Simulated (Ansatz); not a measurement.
## CsCl-type AuZn (cubic form, which distorts at low temperature)

The numbers are results of PBE (plane waves, PAW; Ansatz, a quantum-chemistry and plane-wave program), not measurements.

Settings: plane-wave cutoff 520 eV, 16×16×16 k mesh, Fermi–Dirac smearing 0.1 eV, perturbation theory, force constants from a 4×4×4 q mesh, scalar-relativistic PAW data made under PBE.

Cell: relaxed at this level.

```yaml
TO(Γ) frequency: 128 cm⁻¹
zero_point_energy: 0.017 eV/atom
```

Note: symmetry holds this phase in the static calculation, where it need not be a minimum.

Spin–orbit coupling is not included; it can shift volumes and moduli of such heavy elements.

It cost roughly 50 core-minutes of CPU time.
